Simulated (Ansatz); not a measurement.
## PBE against r2SCAN: hypothetical fluorite ZrS2, 4 layers

Take ZrS₂ in the fluorite structure (space group Fm-3m, No. 225; a = 6.263 Å; a hypothetical phase, not in the database extracts checked) as the base. Axes: x, y, z lie along the cube axes.

(Cell as relaxed with PBE.)

Levels (all Ansatz, a first-principles code, PAW): PBE (420 eV, no spin-orbit coupling); r2SCAN (500 eV, spin-orbit coupling left out).

Each level relaxes its own structure.

| base | PBE | r2SCAN |
|---|---|---|
| volume per atom | 20.47 Å³ | 20.41 Å³ |
| lattice parameter a | 6.263 Å | 6.256 Å |
| band gap | zero | 0.13 eV |

Modification: a free-standing slab of 4 layers (12 atoms, 3 a layer) is cut normal to [111], with 15 Å of vacuum and the in-plane cell held at bulk.

```json
[
 {"quantity": "band gap", "PBE": "0.62 eV", "r2SCAN": "…"},
 {"quantity": "excess energy per area of both faces (slab less bulk energy over the cell's area: twice a surface energy) (uncertain by up to 0.1 J/m²)", "PBE": "0.4 J/m²", "r2SCAN": "…"},
 {"quantity": "gap character", "PBE": "indirect, M → Γ", "r2SCAN": "…"},
 {"quantity": "shortest interatomic distance", "PBE": "2.573 Å", "r2SCAN": "…"}
]
```

**Question.** Given the PBE results, estimate those of r2SCAN.

**Answer.** 
- band gap, r2SCAN: 0.89 eV
- excess energy per area of both faces (slab less bulk energy over the cell's area: twice a surface energy) (uncertain by up to 0.1 J/m²), r2SCAN: 0.6 J/m²
- gap character, r2SCAN: indirect, M → Γ
- shortest interatomic distance, r2SCAN: 2.576 Å

PBE's band gap lies 0.27 eV below r2SCAN's; PBE's excess energy per area of both faces lies 0.14 J/m² below r2SCAN's; PBE's shortest interatomic distance lies 0.003 Å below r2SCAN's (0.1 %); the two agree on the gap character. Neither level is exact; r2SCAN is the comparison here, not a measurement.

Slab and bulk use different k-meshes, which limits the precision of the excess energy. No phonon test of stability was made. The final runs are not spin-polarised. A zero or small gap of ZrS2 can be the functional's error rather than a property of the material. Labels are those of the standard path for the cell's own space group.
